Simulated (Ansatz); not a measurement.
System: SnO (model structure, started from the 6H type, P6₃mc, No. 186, 12 atoms in the cell). Method: r²SCAN (PAW; Ansatz, a quantum-chemistry and plane-wave program).

Output (set-up and result lines):

```
Crystal: 12 atoms, lattice volume = 259.012 Å³
Basis set: ecut = 560 eV, 7811 PW (Γ), exchange–correlation on 81×81×648 points (27 copies of the dense FFT grid, shifted against one another)
Bands: 72, of which v1, the nominal top of the filled ones, is band 60 counted from 1 (59 counted from 0)
Symmetry: 12 space group operations
Space group: P63mc (ITA 186), of the structure as read, at distance tolerance 6.4e-5 Å
k-points: 111 of 1296 (time reversal used)
Functional: x = r2scan, c = r2scan; τ floored in thin density (d = 2e-4 eV/Å³)
SCF iter   1: F=—  HF=-39639.274805 eV  |F-HF|=—  |Δ(HF+E_count)|=         —  Δρ=7.77e-3  dr2=1.67e-1  dr2_τ=3.06e-1
SCF iter   2: F=—  HF=-39639.455898 eV  |F-HF|=—  |Δ(HF+E_count)|=   1.81e-1  Δρ=4.33e-3  dr2=3.82e-2  dr2_τ=3.07e-3
  ...
SCF iter  10: F=—  HF=-39639.459417 eV  |F-HF|=—  |Δ(HF+E_count)|=   2.86e-9  Δρ=1.05e-6  dr2=3.66e-9  dr2_τ=2.63e-10
SCF iter  11: F=-39639.459417 eV  HF=-39639.459417 eV  |F-HF|=3.20e-10  |Δ(HF+E_count)|=  3.78e-10  Δρ=3.73e-7  dr2=4.35e-10  dr2_τ=3.46e-11
SCF 1 converged in 11 iterations: F = -39639.459417 eV  dr2 = 4.35e-10
SCF converged after 11 iterations
Free energy (F): -39639.459417 eV
Internal energy: -39639.459417 eV  (E = F + TS)
E sigma→0 (E₀):  -39639.459417 eV
Fermi energy:    6.895714 eV
--- Forces (eV/Å), atoms counted from 1 ---
  atom   1  Sn    -0.00000000     0.00000000     0.00163187
  atom   2  Sn     0.00000000    -0.00000000     0.00163187
  atom   3  Sn     0.00000000    -0.00000000     0.00038366
  atom   4  Sn    -0.00000000     0.00000000     0.00038366
  atom   5  Sn     0.00000000     0.00000000    -0.00144049
  atom   6  Sn     0.00000000    -0.00000000    -0.00144049
  atom   7  O     -0.00000000    -0.00000000    -0.00073805
  atom   8  O      0.00000000     0.00000000    -0.00073805
  atom   9  O     -0.00000000    -0.00000000     0.00205639
  atom  10  O      0.00000000     0.00000000     0.00205639
  atom  11  O      0.00000000     0.00000000    -0.00203308
  atom  12  O     -0.00000000    -0.00000000    -0.00203308
--- Stress (GPa, compression-positive) ---
        0.004265      -0.000000      -0.000000
       -0.000000       0.004265       0.000000
        0.000000      -0.000000       0.018366
  P = ⅓ Tr σ = 0.0090 GPa (0.090 kbar)
```

Task: Write an input file that could have produced this run (the log leaves some choices open).

Result: Several could match; the one computed here: 
Ansatz 0.2 input:
```yaml
crystal:
  lattice:
    - [3.2973884223, -0.0000002629, 0.0]
    - [-1.6486939835, 2.8556222713, 0.0]
    - [0.0, 0.0, 27.5073972361]
  atoms:
    - { symbol: Sn, position: [0.0, 0.0, 0.0021267852] }
    - { symbol: Sn, position: [0.0, 0.0, 0.5021267852] }
    - { symbol: Sn, position: [0.6666666667, 0.3333333333, 0.8349681587] }
    - { symbol: Sn, position: [0.3333333333, 0.6666666667, 0.3349681587] }
    - { symbol: Sn, position: [0.6666666667, 0.3333333333, 0.168532225] }
    - { symbol: Sn, position: [0.3333333333, 0.6666666667, 0.668532225] }
    - { symbol: O, position: [0.0, 0.0, 0.8724502671] }
    - { symbol: O, position: [0.0, 0.0, 0.3724502671] }
    - { symbol: O, position: [0.6666666667, 0.3333333333, 0.7060132651] }
    - { symbol: O, position: [0.3333333333, 0.6666666667, 0.2060132651] }
    - { symbol: O, position: [0.6666666667, 0.3333333333, 0.039609299] }
    - { symbol: O, position: [0.3333333333, 0.6666666667, 0.539609299] }
basis:
  ecutwfc: 560
  ecutrho_ratio: 4
  xc_grid: 3
kpoints:
  mp_grid: { grid: [18, 18, 4] }
  band_path:
    path:
      - [0.0, 0.0, 0.0]
      - [0.045455, 0.0, 0.0]
      - [0.090909, 0.0, 0.0]
      - [0.136364, 0.0, 0.0]
      - [0.181818, 0.0, 0.0]
      - [0.227273, 0.0, 0.0]
      - [0.272727, 0.0, 0.0]
      - [0.318182, 0.0, 0.0]
      - [0.363636, 0.0, 0.0]
      - [0.409091, 0.0, 0.0]
      - [0.454545, 0.0, 0.0]
      - [0.5, 0.0, 0.0]
      - [0.472222, 0.055556, 0.0]
      - [0.444444, 0.111111, 0.0]
      - [0.416667, 0.166667, 0.0]
      - [0.388889, 0.222222, 0.0]
      - [0.361111, 0.277778, 0.0]
      - [0.333333, 0.333333, 0.0]
      - [0.307692, 0.307692, 0.0]
      - [0.282051, 0.282051, 0.0]
      - [0.25641, 0.25641, 0.0]
      - [0.230769, 0.230769, 0.0]
      - [0.205128, 0.205128, 0.0]
      - [0.179487, 0.179487, 0.0]
      - [0.153846, 0.153846, 0.0]
      - [0.128205, 0.128205, 0.0]
      - [0.102564, 0.102564, 0.0]
      - [0.076923, 0.076923, 0.0]
      - [0.051282, 0.051282, 0.0]
      - [0.025641, 0.025641, 0.0]
      - [0.0, 0.0, 0.5]
      - [0.045455, 0.0, 0.5]
      - [0.090909, 0.0, 0.5]
      - [0.136364, 0.0, 0.5]
      - [0.181818, 0.0, 0.5]
      - [0.227273, 0.0, 0.5]
      - [0.272727, 0.0, 0.5]
      - [0.318182, 0.0, 0.5]
      - [0.363636, 0.0, 0.5]
      - [0.409091, 0.0, 0.5]
      - [0.454545, 0.0, 0.5]
      - [0.5, 0.0, 0.5]
      - [0.472222, 0.055556, 0.5]
      - [0.444444, 0.111111, 0.5]
      - [0.416667, 0.166667, 0.5]
      - [0.388889, 0.222222, 0.5]
      - [0.361111, 0.277778, 0.5]
      - [0.333333, 0.333333, 0.5]
      - [0.307692, 0.307692, 0.5]
      - [0.282051, 0.282051, 0.5]
      - [0.25641, 0.25641, 0.5]
      - [0.230769, 0.230769, 0.5]
      - [0.205128, 0.205128, 0.5]
      - [0.179487, 0.179487, 0.5]
      - [0.153846, 0.153846, 0.5]
      - [0.128205, 0.128205, 0.5]
      - [0.102564, 0.102564, 0.5]
      - [0.076923, 0.076923, 0.5]
      - [0.051282, 0.051282, 0.5]
      - [0.025641, 0.025641, 0.5]
    npoints: 1
hamiltonian:
  xc: r2scan
  dispersion: none
  pseudopotentials: { kind: paw }
scf:
  occupations: { method: fermi_dirac, width: 0.05 }
  convergence: { dr2_threshold: 0.0000000012 }
output:
  forces: true
  stress: true
  eigenvalues: true
  write_bands: true
```

The PAW data were made under PBE.

Note: the relaxation could raise the start's symmetry but not lower it, so the cell can be a saddle point. Note: the cell has widely spaced layers and the level no dispersion term, so their spacing and the moduli can rest on weak binding.

Cost on a shared machine: around 6 core-minutes (rough).

A model structure was made by putting elements into a prototype or built by hand; it is no filed structure, need not be a known phase, and can be a saddle point held by its symmetry.
